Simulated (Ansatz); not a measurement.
Cost and result by functional for the ionisation potential of the (111) surface of cubic BaHfO3 in its 1x1 cell (cut with top plane Hf, bottom plane Hf), relaxed from an ideal cut (the real face may reconstruct), outermost plane spacing 1.21 Å in the ideal cut (one of several cuts of this face), with 1 Hf a cell over the bulk's ratio, in Ansatz (plane waves, PAW). Single points on the PBE structure, on one kind of machine; costs are rough ratios of the slab run's core time (references not counted) to the cheapest single point. r2SCAN's cost holds its higher cutoff (500 against 420 eV). Differences are taken against r2SCAN for comparison alone: no measured value is at hand, so the table doesn't rank accuracy.

Set-up: 26 atoms, Ba5Hf6O15, 12.1 Å thick at the start; mesh 5x5x1; 0.025 eV smearing; dipole correction on; all atoms relaxed; symmetry of the start imposed; no spin (no spin-polarised run to compare, though such a face may carry moments), no spin-orbit, no U. The slab shows no gap on its mesh. These notes are the PBE run's.

```tsv
functional	relative cost	ionisation potential (eV)	less r2SCAN (eV)
RPBE	1	8.27	-0.73
LDA	1	8.22	-0.78
PBEsol	1	8.18	-0.82
r2SCAN	2	9.00	0.00
PBE (the relaxed run's value)	–	8.27	-0.73
```

The values span 0.82 eV, while the single points' costs differ by a factor of roughly 2. Differences are of unrounded values.

Ansatz is an electronic-structure program.
